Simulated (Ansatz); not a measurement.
Here is the system:

```yaml
crystal:
  lattice:
    - [0.00000, 2.86168, 2.86168]
    - [2.86168, 0.00000, 2.86168]
    - [2.86168, 2.86168, 0.00000]
  atoms:
    - { symbol: Ga, position: [0.00000, 0.00000, 0.00000] }
    - { symbol: As, position: [0.25000, 0.25000, 0.25000] }
```

No spin polarisation.

Calculations: r2SCAN (Ansatz, a program for electronic structure, PAW, spin-orbit coupling left out). Settings: 10×10×10 k-points, 0.05 eV Fermi–Dirac smearing.

Predict the electron mass and hole mass.

The electron mass is 0.040 mₑ (at Γ). The hole mass (degenerate bands, along [100]) is 0.039, 0.35, 0.35 mₑ (at Γ).

The levels and masses belong to the bands next to the band gap. The cells carry an imposed strain or load. Masses are band curvatures over ±0.01 Å⁻¹ around the edge. Stability against distortions was not tested. The cell was made from GaAs in the zinc blende structure (space group F-43m, No. 216) by this change: isotropic strain +1.00 %.
